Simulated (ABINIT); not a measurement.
A self-consistent single point of Mg₃Sc (P6_3/mmc, 8 atoms in the cell) with ABINIT.

Level of theory: LDA (PW92), norm-conserving pseudopotentials (PseudoDojo nc-sr-04 LDA standard) (plane waves; ABINIT).

```yaml
crystal:
  lattice:
    - [6.27633, 0.00000, 0.00000]
    - [-3.13816, 5.43546, 0.00000]
    - [0.00000, 0.00000, 4.98828]
  atoms:
    - { symbol: Mg, position: [0.16662, 0.33324, 0.25000] }
    - { symbol: Mg, position: [0.83338, 0.66676, 0.75000] }
    - { symbol: Mg, position: [0.83338, 0.16662, 0.75000] }
    - { symbol: Mg, position: [0.16662, 0.83338, 0.25000] }
    - { symbol: Mg, position: [0.66676, 0.83338, 0.25000] }
    - { symbol: Mg, position: [0.33324, 0.16662, 0.75000] }
    - { symbol: Sc, position: [0.66667, 0.33333, 0.25000] }
    - { symbol: Sc, position: [0.33333, 0.66667, 0.75000] }
```

Reference input (self-consistent single point, DFT, PBEsol, plane waves, norm-conserving pseudopotentials (PseudoDojo nc-sr-04 PBEsol standard)): pseudos = [Mg.upf, Sc.upf]; ecut = 1143 eV; occopt = 3; tsmear = 0.00367493 Ha; ngkpt = 4 4 5; nshiftk = 1; shiftk = 0 0 0; potentials = PseudoDojo nc-sr-04 PBEsol standard; nband = 52; kptopt = 1; nstep = 100; tolvrs = 1e-11. This run's input differs from it in these lines:

```diff
@@ -1,2 +1,2 @@
-# Mg3Sc, PseudoDojo nc-sr-04 PBEsol standard
+# Mg3Sc, PseudoDojo nc-sr-04 LDA standard
 pp_dirpath "./"
```

Its files differ too (potentials: PseudoDojo nc-sr-04 PBEsol standard → PseudoDojo nc-sr-04 LDA standard).

Output (repeated stretches shortened):

```
--- !BeginCycle
solver: {iscf: 7, nstep: 100, nline: 4, wfoptalg: 0, }
tolerances: {tolvrs: 1.00E-11, }
...

     iter   Etot(hartree)      deltaE(h)  residm     vres2
 ETOT  1  -452.02094537428    -4.520E+02 2.254E-01 1.904E+02
 ETOT  2  -452.16838933708    -1.474E-01 1.445E-02 2.550E+03
 ETOT  3  -452.38638295542    -2.180E-01 1.246E-02 3.569E+02
 ETOT  4  -452.41896404724    -3.258E-02 1.689E-03 1.007E+01
 ETOT  5  -452.41992923390    -9.652E-04 3.084E-03 1.071E+00
   [... 3 lines left out ...]
 ETOT  9  -452.42002903625    -1.045E-09 1.278E-04 8.407E-07
 ETOT 10  -452.42002903634    -9.152E-11 6.046E-05 9.156E-08
 ETOT 11  -452.42002903635    -4.945E-12 5.377E-05 2.888E-10
 ETOT 12  -452.42002903634     1.404E-11 2.931E-05 5.920E-12
 At SCF step   12       vres2   =  5.92E-12 < tolvrs=  1.00E-11 =>converged.

 Cartesian components of stress tensor (hartree/bohr^3)
  sigma(1 1)= -1.74369656E-05  sigma(3 2)=  0.00000000E+00
  sigma(2 2)= -1.74369654E-05  sigma(3 1)=  0.00000000E+00
  sigma(3 3)= -1.68815050E-05  sigma(2 1)= -9.57788624E-15

 ----iterations are completed or convergence reached----

 reduced coordinates (array xred) for    8 atoms
       0.166619999995      0.333240000007      0.250000000000
       0.833379999998      0.666760000012      0.750000000000
       0.833379999998      0.166620000008      0.750000000000
       0.166619999995      0.833380000010      0.250000000000
       0.666759999999      0.833380000010      0.250000000000
       0.333239999994      0.166620000008      0.750000000000
   [... lines left out ...]
 Fermi (or HOMO) energy (eV) =   5.07675   Average Vxc (eV)=  -9.63954
   [... lines left out ...]
total_energy        : -4.52420029036335E+02
total_energy_eV     : -1.23109750760601E+04
band_energy         : -9.44599214403223E+01
...

-Cartesian components of stress tensor (GPa)         [Pressure=  5.0757E-01 GPa]
- sigma(1 1)= -5.13013154E-01  sigma(3 2)=  0.00000000E+00
- sigma(2 2)= -5.13013149E-01  sigma(3 1)=  0.00000000E+00
- sigma(3 3)= -4.96670941E-01  sigma(2 1)= -2.81791095E-10

 Calculation completed.
```

The run converged in 12 iterations. Against the reference run the pressure goes from 2.60 to 0.51 GPa and the largest force goes from 0.022 to 0.050 eV/Å.

The starting cell comes from a database of computed structures (which also holds hypothetical and non-ambient phases and stackings), without a prior relaxation at this level. Its lattice was rescaled by a random factor within 2.5 % of one.

Cost on one core of a shared machine: roughly 5 min.
